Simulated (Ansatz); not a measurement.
Data:

```xyz
12
Lattice="6.0721 -1.8632 0.0000 6.0721 1.8632 0.0000 -1.9024 0.0000 6.2412" Properties=species:S:1:pos:R:3 pbc="T T T"
Ti     8.4123     0.0000     4.4703
Ti     1.8295     0.0000     1.7709
Ti    -0.1221     0.0000     4.4216
Ti    10.3639     0.0000     1.8195
O      0.0045     0.0000     2.3092
O     10.2373     0.0000     3.9320
O      6.4085     0.0000     4.4006
O      3.8333     0.0000     1.8405
O      1.6161     0.0000     0.0214
O      8.6257     0.0000     6.2198
O      8.2773     0.0000     2.1736
O      1.9645     0.0000     4.0675
```

No spin polarisation.

Calculations: Ansatz (a program for electronic structure), PBEsol, PAW, cutoff 420 eV, no spin-orbit coupling. Settings: 8×8×5 k-points, 0.05 eV Fermi–Dirac smearing.

Problem. Estimate the band gap.

Solution. 2.82 eV.

Problem. Estimate the gap character.

Solution. Indirect, M₂–D (86 % along) → Γ.

Load acts through the strain it causes; cell and atoms are relaxed under it. Stability against distortions was not tested. The final runs are not spin-polarised. The cell was made from TiO₂ (space group C2/m, No. 12; a cell from a computed database, its experimental status unchecked) by this change: pressure 0.7 GPa. This is not the structure that TiO2 has at room temperature and ambient pressure.
